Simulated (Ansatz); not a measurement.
Effective masses and thermopower of TlBr under load (space group P4/mmm)

Consider the following.

```yaml
crystal:
  lattice:
    - [3.92066, 0.00000, 0.00000]
    - [0.00000, 3.92066, 0.00000]
    - [0.00000, 0.00000, 3.77116]
  atoms:
    - { symbol: Tl, position: [0.00000, 0.00000, 0.00000] }
    - { symbol: Br, position: [0.50000, 0.50000, 0.50000] }
```

These are PBEsol+D3BJ with spin-orbit coupling, rigid bands (plane waves, PAW; Ansatz, a quantum-chemistry and plane-wave program) values and carry that method's errors. Condition of this run: biaxial stress xx = yy = -1 GPa (compression positive) (the target of the relaxation). Cell: cell and atoms relaxed with PBEsol+d3bj, then loaded as said.

* **band gap**: 0.71 eV
* **electron conductivity mass (300 K, dilute)**: 0.29 (x), 0.29 (y), 0.26 (z) mₑ
* **hole conductivity mass (300 K, dilute)**: 0.27 (x), 0.27 (y), 0.50 (z) mₑ
* **effective density of states N_c (300 K)**: 3.5e18 cm⁻³
* **effective density of states N_v (300 K)**: 9.3e18 cm⁻³
* **density-of-states mass, electrons**: 0.27 mₑ
* **density-of-states mass, holes**: 0.52 mₑ
* **Seebeck coefficient, n-type 1e19 cm⁻³, 300 K**: -144 μV/K
* **Seebeck coefficient, p-type 1e19 cm⁻³, 300 K**: 216 μV/K

Rigid bands; masses and Seebeck coefficients take one relaxation time τ for all states and one kind of carrier; polarons and phonon drag are left out. Geometry: cell and atoms relaxed with PBEsol+D3(BJ).

PBEsol with a dispersion correction tends to overbind, so the cell can be several per cent short, in bad cases over ten, which usually narrows a gap: TlBr under load (space group P4/mmm).
